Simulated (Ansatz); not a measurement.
Start from Nb₂O₅ (space group C2, No. 5; a cell from a computed database, its experimental status unchecked).

```
Nb2O5
1.0
    2.98017    -2.54471     0.00000
    2.98017     2.54471     0.00000
   -2.67249     0.00000     5.08261
Nb O
2 5
Direct
  0.76620   0.85137   0.70741
  0.14863   0.23380   0.29259
  0.72294   0.27706   0.50000
  0.21817   0.63753   0.65090
  0.36247   0.78183   0.34910
  0.11215   0.24253   0.95959
  0.75747   0.88785   0.04041
```

Cartesian axes are those of the cell as printed.

Now apply this change: biaxial strain +1.58 %, plane normal [001], relaxed out of plane (Cartesian); in-plane vectors clamped, the third vector and the atoms free.

Levels (all Ansatz, a program for electronic structure, PAW): PBEsol (420 eV, no spin-orbit coupling); r2SCAN (500 eV, scalar-relativistic without spin-orbit coupling); HSE06 (420 eV, without spin-orbit coupling).

One geometry, relaxed with PBEsol, under each level:

```json
[
 {"level": "PBEsol", "band gap": "1.91 eV", "lowest conduction level above the VBM at special points": "V₂ 1.91 eV; M₂ 2.18 eV; Y₂ 2.25 eV; C 2.26 eV", "pressure": "-0.82 GPa"},
 {"level": "r2SCAN", "band gap": "[?]", "lowest conduction level above the VBM at special points": "[?]", "pressure": "[?]"},
 {"level": "HSE06", "band gap": "3.26 eV", "lowest conduction level above the VBM at special points": "V₂ 3.26 eV; M₂ 3.58 eV; Y₂ 3.63 eV; Γ 4.42 eV", "pressure": "–"}
]
```

Question: Give the withheld r2SCAN results.

Answer: 
- r2SCAN, band gap: 2.29 eV
- r2SCAN, lowest conduction level above the VBM at special points: V₂ 2.29 eV; M₂ 2.60 eV; Y₂ 2.64 eV; C 2.64 eV
- r2SCAN, pressure: 1.28 GPa

Single points use the geometry relaxed with PBEsol. Their cutoffs differ, which shifts pressures a little. HSE06 gaps are upper bounds (no full band path). Stability against distortions was not tested.
